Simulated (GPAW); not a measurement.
Worked example: self-consistent single point of Re₃Os (P6_3/mmc, 8 atoms in the cell) in GPAW

Level of theory: PBEsol, GPAW PAW datasets PBEsol (made by gpaw-setup) (plane waves; GPAW).

Input as run:

```python
from ase import Atoms
from ase.units import GPa
from gpaw import GPAW, PW

atoms = Atoms(['Re', 'Re', 'Re', 'Re', 'Re', 'Re', 'Os', 'Os'],
              cell=[[5.531020, 0.000000, 0.000000],
                    [-2.765510, 4.790004, 0.000000],
                    [0.000000, 0.000000, 4.413340]],
              positions=[[4.158276, 0.792554, 3.310005],
                         [-1.392766, 3.997450, 1.103335],
                         [1.392766, 3.997450, 1.103335],
                         [1.372744, 0.792554, 3.310005],
                         [2.765510, 3.204896, 3.310005],
                         [-0.000000, 1.585108, 1.103335],
                         [2.765513, 1.596666, 1.103335],
                         [-0.000003, 3.193338, 3.310005]],
              pbc=True)

calc = GPAW(mode=PW(600),
            xc='PBEsol',
            kpts={'size': (4, 4, 5), 'gamma': True},
            occupations={'name': 'methfessel-paxton', 'width': 0.136, 'order': 0},
            nbands=-14,
            convergence={'density': 1e-05, 'energy': 1e-05},
            symmetry={'symmorphic': False, 'tolerance': 0.0005},
            maxiter=100,
            txt='-')

atoms.calc = calc

energy = atoms.get_potential_energy()
print('Energy (eV):', round(energy, 6))
forces = atoms.get_forces()
print('Forces (eV/Ang):')
print(forces.round(5))
stress = atoms.get_stress()
print('Stress (GPa, Voigt):', (stress / GPa).round(4))
```

Output, abridged:

```
Input parameters:
  convergence: {density: 1e-05,
                energy: 1e-05}
  kpts: {gamma: True,
         size: (4, 4, 5)}
  maxiter: 100
  mode: {ecut: 600.0,
         name: pw}
  nbands: -14
  occupations: {name: methfessel-paxton,
                order: 0,
                width: 0.136}
  symmetry: {symmorphic: False,
             tolerance: 0.0005}
  xc: PBEsol

species:
  Re:
    name: Rhenium
    Z: 75.0
    valence: 13
    core: 62
    charge: 0.0
    file: Re.PBEsol.gz

    # Using partial waves for Re as LCAO basis

  Os:
    name: Osmium
    Z: 76.0
    valence: 14
    core: 62
    charge: 0.0
    file: Os.PBEsol.gz

    # Using partial waves for Os as LCAO basis

Reference energy: -3658915.529966  # eV

Spin-paired calculation

Convergence criteria:
 Maximum [total energy] change in last 3 cyles: 1e-05 eV / valence electron
 Maximum integral of absolute [dens]ity change: 1e-05 electrons / valence electron
 Maximum integral of absolute [eigenst]ate change: 4e-08 eV^2 / valence electron
 Maximum number of scf [iter]ations: 100

Symmetries present (total): 24
Symmetries with fractional translations: 12
80 k-points: 4 x 4 x 5 Monkhorst-Pack grid + [1/8,1/8,0.000000]
12 k-points in the irreducible part of the Brillouin zone
       k-points in crystal coordinates                weights
   0:     0.00000000    0.00000000    0.00000000          1/80
   1:     0.00000000    0.00000000    0.20000000          2/80
   2:     0.00000000    0.00000000    0.40000000          2/80
   [... 7 lines left out ...]
          ...
  11:     0.50000000    0.50000000    0.40000000          6/80

Wave functions: Plane wave expansion
  Cutoff energy: 600.000 eV
  Number of coefficients (min, max): 3869, 3930
  Pulay-stress correction: 0.000000 eV/Ang^3 (de/decut=0.000000)

Occupation numbers: Methfessel-Paxton:
  width: 0.1360  # eV
  order: 0

Eigensolver

Densities:
  Coarse grid: 32*32*28 grid
  Fine grid: 64*64*56 grid
  Total Charge: 0.000000

Density mixing:
  Method: separate
  Backend: pulay
  Linear mixing parameter: 0.05
  old densities: 5
  Damping of long wavelength oscillations: 50

Hamiltonian:
  XC and Coulomb potentials evaluated on a 64*64*56 grid
  External potential:
    NoExternalPotential

XC parameters: PBEsol with 2 nearest neighbor stencil

Number of atoms: 8
Number of atomic orbitals: 96
Number of bands in calculation: 67
Number of valence electrons: 106
Bands to converge: occupied

Density initialized from atomic densities
  67 bands from LCAO basis set

Atomic positions and initial magnetic moments

Positions:
   0 Re     4.158276    0.792554    3.310005    ( 0.0000,  0.0000,  0.0000)
   1 Re    -1.392766    3.997450    1.103335    ( 0.0000,  0.0000,  0.0000)
   2 Re     1.392766    3.997450    1.103335    ( 0.0000,  0.0000,  0.0000)
   3 Re     1.372744    0.792554    3.310005    ( 0.0000,  0.0000,  0.0000)
   4 Re     2.765510    3.204896    3.310005    ( 0.0000,  0.0000,  0.0000)
   5 Re    -0.000000    1.585108    1.103335    ( 0.0000,  0.0000,  0.0000)
   6 Os     2.765513    1.596666    1.103335    ( 0.0000,  0.0000,  0.0000)
   7 Os    -0.000003    3.193338    3.310005    ( 0.0000,  0.0000,  0.0000)

Unit cell:
           periodic     x           y           z      points  spacing
  1. axis:    yes    5.531020    0.000000    0.000000    32     0.1497
  2. axis:    yes   -2.765510    4.790004    0.000000    32     0.1497
  3. axis:    yes    0.000000    0.000000    4.413340    28     0.1576

  Lengths:   5.531020   5.531020   4.413340
  Angles:   90.000000  90.000000 119.999999

Effective grid spacing dv^(1/3) = 0.1598

     iter     time        total  log10-change:
                         energy   eigst   dens
iter:   1 --:--:--  -101.972262
iter:   2 --:--:--  -101.922580   -0.73  -1.36
iter:   3 --:--:--  -100.743869   -1.32  -1.36
iter:   4 --:--:--  -102.349088   -0.51  -1.52
iter:   5 --:--:--  -102.465997   -1.53  -1.54
iter:   6 --:--:--  -102.102060   -2.28  -1.50
   [... 9 lines left out ...]
iter:  16 --:--:--  -100.334963   -3.60  -2.94
iter:  17 --:--:--  -100.334484   -5.14  -2.97
iter:  18 --:--:--  -100.335729   -3.63  -3.02
iter:  19 --:--:--  -100.333097   -3.92  -3.04
iter:  20 --:--:--  -100.333091   -5.16  -3.68
iter:  21 --:--:--  -100.333125c  -5.36  -3.92
iter:  22 --:--:--  -100.333124c  -5.94  -4.09
iter:  23 --:--:--  -100.333109c  -6.11  -4.12
iter:  24 --:--:--  -100.333146c  -5.89  -4.19
iter:  25 --:--:--  -100.333127c  -6.26  -4.08
iter:  26 --:--:--  -100.333116c  -6.48  -4.46
iter:  27 --:--:--  -100.333121c  -7.25  -4.59
iter:  28 --:--:--  -100.333127c  -7.06  -4.65
iter:  29 --:--:--  -100.333124c  -7.52c -4.78
iter:  30 --:--:--  -100.333121c  -7.78c -5.11c

Converged after 30 iterations.

Dipole moment: (-0.000000, -0.000000, -0.000000) |e|*Ang

Energy contributions relative to reference atoms: (reference = -3658915.529966)

Kinetic:         +0.707441
Potential:      -15.322933
External:        +0.000000
XC:             -85.573212
Entropy (-ST):   -0.054916
Local:           -0.116960
SIC:             +0.000000
--------------------------
Free energy:   -100.360579
Extrapolated:  -100.333121

Showing only first 2 kpts
 Kpt  Band  Eigenvalues  Occupancy
  0    51     13.67037    2.00000
  0    52     14.08059    1.99866
  0    53     14.08060    1.99866
  0    54     14.94604    0.00000

  1    51     14.69485    0.00148
  1    52     14.74729    0.00020
  1    53     14.74729    0.00020
  1    54     14.85363    0.00000

Fermi level: 14.38910

No gap
No difference between direct/indirect transitions
Energy (eV): -100.333121

Forces in eV/Ang:
  0 Re   -0.01514    0.00874   -0.00000
  1 Re    0.01514   -0.00874   -0.00000
  2 Re   -0.01514   -0.00874    0.00000
  3 Re    0.01514    0.00874    0.00000
  4 Re    0.00000   -0.01748   -0.00000
  5 Re    0.00000    0.01748    0.00000
  6 Os    0.00000    0.00000    0.00000
  7 Os    0.00000   -0.00000   -0.00000

Stress tensor:
     0.047519    -0.000000     0.000000
    -0.000000     0.047519     0.000000
     0.000000     0.000000     0.044661
Stress (GPa, Voigt): [ 7.6134  7.6134  7.1556  0.      0.     -0.    ]
```

The run converged in 30 iterations. GPAW prints stress with tension positive.

The starting cell comes from a database of computed structures (which also holds hypothetical and non-ambient phases and stackings), without a prior relaxation at this level. Spin-orbit coupling is off. Spin polarisation is off. With a pressure of about -7 GPa the cell is away from its equilibrium volume at this level.

Cost on one core of a shared machine: roughly 80 s.
